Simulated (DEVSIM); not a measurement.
Structure: Cr/HfO2/p-GaSb capacitor, at 250 K.

```tsv
layer (left to right)	material	thickness (nm)	Na (cm⁻³)
1	HfO2	3.50	-
2	GaSb	8800	4.6e15
```

Metal gate on the left, work function 4.5 eV. Fixed charge at the semiconductor interface 6.9e10 cm⁻² (in units of +e); no interface traps.

This is a model device: material constants are rounded textbook-type values typed into the input, and sizes, dopings and lifetimes were drawn at random. Values at 300 K; Nc and Nv go as T^1.5, mobilities as T to minus their exponent, the gap by Varshni's rule with the affinity fixed.

```
parameter         HfO2     GaSb
----------------  ----  -------
gap (eV)           5.7    0.726
affinity (eV)      2.5     4.06
permittivity        22     15.7
Nc (cm⁻³)            -   2.1e17
Nv (cm⁻³)            -   1.8e19
Varshni α (eV/K)     -  0.00042
Varshni β (K)        -      140
```

Simulated with DEVSIM: 1D Poisson equation in equilibrium, Boltzmann statistics, complete ionisation; no quantum confinement or tunnelling. Metal contacts follow the ideal Schottky-Mott rule: no Fermi-level pinning, no interface dipoles.

Base results: flat-band voltage (V) -0.13; threshold voltage (band bending 2φF) (V) 0.37; minimum of the low-frequency capacitance (μF/cm²) 0.0368.

Problem. What follows from this one change: interface trap density 0 → 2e+12 cm^-2 eV^-1?

Solution. flat-band voltage little changed (-0.14 V); threshold voltage (band bending 2φF) 0.37 → 0.39 V; minimum of the low-frequency capacitance 0.0368 → 0.336 μF/cm².

Problem. What follows from this one change: fixed charge 6.9e+10 → 3.819e+12 cm^-2?

Solution. flat-band voltage -0.13 → -0.24 V; threshold voltage (band bending 2φF) 0.37 → 0.26 V; minimum of the low-frequency capacitance little changed (0.0372 μF/cm²).

Problem. What follows from this one change: substrate doping 4.6e+15 → 4.6e+14 cm^-3?

Solution. flat-band voltage -0.13 → -0.08 V; threshold voltage (band bending 2φF) 0.37 → 0.31 V; minimum of the low-frequency capacitance 0.0368 → 0.0134 μF/cm².

Problem. What follows from this one change: temperature 250 → 350 K?

Solution. flat-band voltage -0.13 → -0.01 V; threshold voltage (band bending 2φF) 0.37 → 0.32 V; minimum of the low-frequency capacitance 0.0368 → 0.0513 μF/cm².
